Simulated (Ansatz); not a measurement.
**A computed series for MoS2: pressure series**

Start from MoS$_{2}$ in the 2H-MoS2 type structure (space group P6_3/mmc, No. 194; a = 3.109 Å, c = 11.709 Å; layered, stacked along the Cartesian z axis).

Cell and atoms are relaxed at each pressure.

Calculations: PBEsol-D3(BJ) in Ansatz (plane waves to 420 eV, PAW, no spin-orbit coupling), earlier PAW set.

Two rows of this table had their results exchanged by mistake.

```csv
pressure,volume per atom (Å³),shortest distance (Å),band gap
pressure −2 GPa,16.92,2.387,0.69 eV
pressure −1 GPa,12.19,2.292,zero
pressure 3 GPa,15.74,2.372,0.36 eV
pressure 7 GPa,15.16,2.362,0.18 eV
pressure 15 GPa,14.32,2.344,zero
pressure 30 GPa,13.23,2.318,zero
pressure 50 GPa,16.60,2.383,0.60 eV
pressure 75 GPa,11.31,2.266,zero
pressure 100 GPa,10.65,2.247,zero
```

Which two?

The rows for pressure −1 GPa and pressure 50 GPa: the volume has to fall steadily with pressure, so 16.60 Å³ belongs to pressure −1 GPa and 12.19 Å³ to pressure 50 GPa.

A case with no gap was solved on a k-mesh chosen for an insulator, which is coarse for it. Load acts through the strain it causes; cell and atoms are relaxed under it. No phonon test of stability was made. Competing high-pressure phases were not computed. The final runs are not spin-polarised. The zero or small gap of MoS2 under pressure 7 GPa, MoS2 under pressure 15 GPa and MoS2 under pressure 30 GPa can change with the level of theory.

Ansatz is an electronic-structure program.
